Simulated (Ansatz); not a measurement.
## CsCl-type AuZn (cubic form, which distorts at low temperature)

Computed with r²SCAN-D4 in Ansatz (PAW).

Numerical settings: plane-wave cutoff 560 eV, 18×18×18 k mesh, Fermi–Dirac smearing 0.05 eV, scalar-relativistic PAW data made under PBE.

Cell (relaxed at this level):

Space group Pm-3m (No. 221); a = b = c = 3.136 Å, α = β = γ = 90.00°

| atom | site | symmetry | x | y | z |
|---|---|---|---|---|---|
| Zn | 1b | m-3m | 0.5000 | 0.5000 | 0.5000 |
| Au | 1a | m-3m | 0.0000 | 0.0000 | 0.0000 |

For CsCl-type AuZn (cubic form, which distorts at low temperature), the bulk modulus is 142 GPa. The band gap is zero (no gap) and the pressure derivative B′ of the bulk modulus comes out as 5.4.

Measured, for comparison: bulk modulus 131 GPa (temperature not stated, no zero-point or thermal correction; as tabulated in Nepal et al. (2020), arXiv:2007.11150). Computed (rounded) less measured: bulk modulus +8 %. A static lattice is as a rule a little smaller and stiffer than an uncorrected measurement, which narrows the difference in the bulk modulus and would widen misses of the other sign.

Note: symmetry holds this phase in the static calculation, where it need not be a minimum.

Spin–orbit coupling is not included; it can shift volumes and moduli of such heavy elements.

Static lattice: no zero-point or thermal effects.

Cost on a shared machine: about 4 core-minutes (a rough figure).

Ansatz is a first-principles code.
